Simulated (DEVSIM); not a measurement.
Device: CdS/CdTe n-p heterojunction, at 300 K.

Layer 1 from the left is CdS, thickness (μm) 0.850, Nd (cm⁻³) 2.3e17, τn (s) 2e-9, τp (s) 2e-9. Layer 2 from the left is CdTe, thickness (μm) 0.230, Na (cm⁻³) 1.7e16, τn (s) 2e-9, τp (s) 2e-9.

Left contact: ohmic. Right contact: ohmic. Voltage is applied to the left contact. Recombination: SRH at mid-gap, radiative, Auger. Mobility is constant in doping.

Constants are typed, rounded textbook-type inputs, not results; the design itself was drawn at random and stands for no fabricated device. Values at 300 K.

CdS: gap (eV) 2.4, affinity (eV) 4.3, permittivity 9, Nc (cm⁻³) 2.2e18, Nv (cm⁻³) 1.8e19, μn (cm²/Vs) 300, μp (cm²/Vs) 25, B (cm³/s) 1e-10, Cn (cm⁶/s) 1e-30, Cp (cm⁶/s) 1e-30. CdTe: gap (eV) 1.5, affinity (eV) 4.28, permittivity 10.2, Nc (cm⁻³) 8e17, Nv (cm⁻³) 1.8e19, μn (cm²/Vs) 1000, μp (cm²/Vs) 80, B (cm³/s) 1e-10, Cn (cm⁶/s) 1e-30, Cp (cm⁶/s) 1e-30.

Model (solved in DEVSIM): 1D drift-diffusion, Boltzmann statistics, complete ionisation; no tunnelling, impact ionisation, image-force lowering or self-heating. Band offsets follow the typed affinities; no thermionic-emission limit at abrupt steps, no polarisation charge.

What does the simulation give for the dark forward voltage at 1 A/cm², the dark forward voltage at 100 A/cm²?

dark forward voltage at 1 A/cm² 0.995 V; dark forward voltage at 100 A/cm² 1.125 V.
